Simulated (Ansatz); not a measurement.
# bcc W (0 0 1) on 3C silicon carbide (0 0 1) (film strained to the substrate, faces as cut)

A periodic stack without vacuum, bcc W (0 0 1) on 3C silicon carbide (0 0 1) (film strained to the substrate, faces as cut): substrate slab C5Si6, film W6, surface cells [[1, 0], [1, 1]] and [[0, 1], [-1, 0]], film strained by -2.7 and -2.7 %, faces Si/Si and W/W as cut (like faces can put a slab off its formula).

The start was prepared with a machine-learned potential, and the result is one local minimum, with the in-plane cell held and forces under 0.04 eV/Å; the film can end far from its bulk form.

The numbers are results of PBE (plane waves to 420 eV, PAW; Ansatz, a program for electronic structure), not measurements. Scalar-relativistic, without spin–orbit coupling; the runs are not spin-polarised. Its k-point mesh 10×10×1, Fermi–Dirac width 0.05 eV.

| Item | Result |
|---|---|
| interface area | 9.6 Å² |
| period | 22.34 Å |
| gaps between the outermost planes at the two interfaces | 1.59 and 1.59 Å |
| Si–W contacts across the interfaces within 1.22 times the sum of covalent radii | 10, mean 2.80 Å |
| hole barrier (PBE) | 1.04 eV |
| electron barrier (PBE) | 0.33 eV |

```yaml
crystal:
  lattice:
    - [3.09727, 0.00004, -0.08854]
    - [-0.00046, 3.09699, -0.03472]
    - [0.63777, 0.24693, 22.32997]
  atoms:
    - { symbol: C, position: [0.89802, 0.33606, 0.08437] }
    - { symbol: C, position: [0.89807, 0.33652, 0.28024] }
    - { symbol: C, position: [0.39805, 0.83635, 0.18226] }
    - { symbol: C, position: [0.89804, 0.33652, 0.47610] }
    - { symbol: C, position: [0.39808, 0.83659, 0.37822] }
    - { symbol: Si, position: [0.89804, 0.83614, 0.13350] }
    - { symbol: Si, position: [0.39799, 0.33527, 0.03076] }
    - { symbol: Si, position: [0.89807, 0.83657, 0.32928] }
    - { symbol: Si, position: [0.39806, 0.33643, 0.23122] }
    - { symbol: Si, position: [0.89787, 0.83630, 0.52974] }
    - { symbol: Si, position: [0.39805, 0.33662, 0.42701] }
    - { symbol: W, position: [0.89775, 0.83420, 0.67144] }
    - { symbol: W, position: [0.39775, 0.33418, 0.60098] }
    - { symbol: W, position: [0.89776, 0.83454, 0.81553] }
    - { symbol: W, position: [0.39776, 0.33437, 0.74500] }
    - { symbol: W, position: [0.89777, 0.83479, 0.95955] }
    - { symbol: W, position: [0.39775, 0.33452, 0.88908] }
```
